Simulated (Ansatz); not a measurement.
The parent structure is BAs in the wurtzite structure (space group P6_3mc, No. 186; a cell from a computed database, its experimental status unchecked).

```yaml
crystal:
  lattice:
    - [3.35438, 0.00000, 0.00000]
    - [-1.67719, 2.90498, 0.00000]
    - [0.00000, 0.00000, 5.55380]
  atoms:
    - { symbol: B, position: [0.33333, 0.66667, 0.37457] }
    - { symbol: B, position: [0.66667, 0.33333, 0.87457] }
    - { symbol: As, position: [0.33333, 0.66667, 0.00043] }
    - { symbol: As, position: [0.66667, 0.33333, 0.50043] }
```

Levels (all Ansatz, a quantum-chemistry and plane-wave program, PAW): PBEsol (420 eV, spin-orbit coupling left out); r2SCAN (500 eV, spin-orbit coupling left out); HSE06 (420 eV, no spin-orbit coupling).

One geometry, relaxed with PBEsol, under each level:

```csv
level,band gap,lowest conduction level above the VBM at special points,pressure
PBEsol,1.02 eV,M 1.02 eV; K 1.20 eV; L 1.68 eV; Γ 2.16 eV,-0.01 GPa
r2SCAN,___,___,___
HSE06,1.76 eV,M 1.76 eV; K 1.92 eV; L 2.49 eV; Γ 3.03 eV,–
```

Question: Give the withheld r2SCAN results.

Answer: 
- r2SCAN, band gap: 1.31 eV
- r2SCAN, lowest conduction level above the VBM at special points: M 1.31 eV; K 1.51 eV; L 1.99 eV; Γ 2.48 eV
- r2SCAN, pressure: 1.52 GPa

Single points use the geometry relaxed with PBEsol. Their cutoffs differ, which shifts pressures a little. The hybrid gap comes from the SCF mesh plus the semilocal run's edge points and a few special points and is an upper bound. Whether these cells are dynamically stable was not tested. This is not the structure that BAs has at room temperature and ambient pressure.
